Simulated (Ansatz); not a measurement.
Amorphous Ga$_{24}$O$_{39}$W, 64 atoms at 5.13 g/cm³, one PBE-relaxed geometry, zone centre. Methods: PBE, scalar-relativistic without spin-orbit coupling (Ansatz, a quantum-chemistry and plane-wave program); r2SCAN, scalar-relativistic without spin-orbit coupling (Ansatz); HSE06, scalar-relativistic without spin-orbit coupling (Ansatz). Plane waves to 420 eV (r2SCAN 500 eV); exact exchange is cut at the cell's faces. At PBE the levels at the filled edge of the gap are localised (band-tail or defect states), and the nearest spread-out levels lie 2.0 eV apart at the zone centre. All rungs ran without spin polarisation.

The cell was made by melting and quenching with the CHGNet potential and then relaxed with DFT. O atoms were pushed apart under 1.9 Å during the dynamics, to hinder bonds among them. The hot cell started wider than the set density and was brought back towards it in steps. It is the lowest in DFT energy of 2 quenches. It is a model cell: composition and starting density were chosen by hand, and all elements were melted together. No dispersion term was used. Its density started from a set value of 5.13 and ended at 5.13 g/cm³. Cooling (nominally 330 K/ps over its main leg) ran many orders faster than in experiment, which tends to leave more defects and strain. Values belong to this one cell and scatter from quench to quench. The volume was held where the preparation left it and the shape relaxed, at a PBE pressure of -1.0 GPa (tension). Stress components on the final sampling reach 1.1 GPa.

The relaxation ran on the zone centre alone. At PBE the level gap is 1.65 eV on a 2×2×2 Γ-centred mesh, and the spacing at the zone centre alone 1.68 eV.

Task: What zone-centre spacing does r2SCAN give, roughly?

Result: 2.24 eV (+0.55 eV against PBE).

Task: What zone-centre spacing does HSE06 give, roughly?

Result: 3.40 eV (+1.72 eV against PBE).

The highest filled and the lowest empty state spread over these numbers of atoms (participation numbers): PBE: 4.0 and 58.6; r2SCAN: 4.5 and 58.5; HSE06: 4.6 and 58.6.
